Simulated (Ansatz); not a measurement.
## KBr: pressure series

Consider KBr in the rock salt structure (space group Fm-3m, No. 225).

```
CELL_PARAMETERS angstrom
      0.00000     3.35273     3.35273
      3.35273     0.00000     3.35273
      3.35273     3.35273     0.00000
ATOMIC_POSITIONS crystal
  K  0.00000 0.00000 0.00000
  Br 0.50000 0.50000 0.50000
```

Cell and atoms are relaxed at each pressure.

Method: PBE, PAW, 420 eV (Ansatz, a first-principles code; no spin-orbit coupling).

Two rows of this table had their results exchanged by mistake.

```tsv
pressure	volume per atom (Å³)	shortest distance (Å)	band gap
pressure −2 GPa	51.03	3.709	3.65 eV
pressure −1 GPa	41.31	3.457	4.09 eV
pressure 0.3 GPa	36.88	3.329	4.37 eV
pressure 0.7 GPa	35.95	3.300	4.43 eV
pressure 1.5 GPa	34.45	3.254	4.55 eV
pressure 3 GPa	28.42	3.052	5.17 eV
pressure 5 GPa	30.27	3.117	4.95 eV
pressure 7.5 GPa	32.31	3.185	4.74 eV
pressure 10 GPa	27.02	3.001	5.33 eV
```

Q: Which two?

A: The rows for pressure 3 GPa and pressure 7.5 GPa: the volume has to fall steadily with pressure, so 32.31 Å³ belongs to pressure 3 GPa and 28.42 Å³ to pressure 7.5 GPa.

Load acts through the strain it causes; cell and atoms are relaxed under it. Stability against distortions was not tested. Competing high-pressure phases were not computed.
